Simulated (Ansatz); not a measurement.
# Nb: response to strain

Take Nb in the bcc (W type) structure (space group Im-3m, No. 229; relaxed with 0.1 eV smearing) as the base.

Nb is modelled in the cubic space group Im-3m (No. 229), the bcc (W type) structure, Pearson symbol cI2. Conventional cell: a = 3.2729 Å, b = 3.2729 Å, c = 3.2729 Å, α = 90.00°, β = 90.00°, γ = 90.00°. Nb on 2a is coordinated by 8 Nb at 2.834 Å and 6 Nb at 3.273 Å. (Neighbours: up to the widest gap in distance over summed covalent radii, below 1.35, at either atom.)
(The calculation used a cell of 1 atom; values per cell refer to that cell.)

Strains are applied to the cell and any free atomic positions relax.

Method: PBEsol in Ansatz (plane waves to 420 eV, PAW, no spin-orbit coupling).

```
isotropic strain (%)  pressure (GPa)
--------------------  --------------
-2.5                            15.8
-2                              12.2
-1.5                             8.9
-1                               5.8
0                                0.0
0.5                             -2.6
1                                  ?
2                               -9.6
2.5                            -11.7
```

Q: Fit P = P₀ − Bδ + Cδ² with δ = (1 + ε)³ − 1 to the rows shown and predict the withheld row.

A: Least squares on the printed values gives P₀ = 0.0 GPa, B = 184 GPa, C = 422 GPa (largest residual 0.1 GPa); this predicts -5.2 GPa, and the run gives -5.1 GPa, in agreement.

Whether these cells are dynamically stable was not tested. The final runs are not spin-polarised.

Ansatz is a quantum-chemistry and plane-wave program.
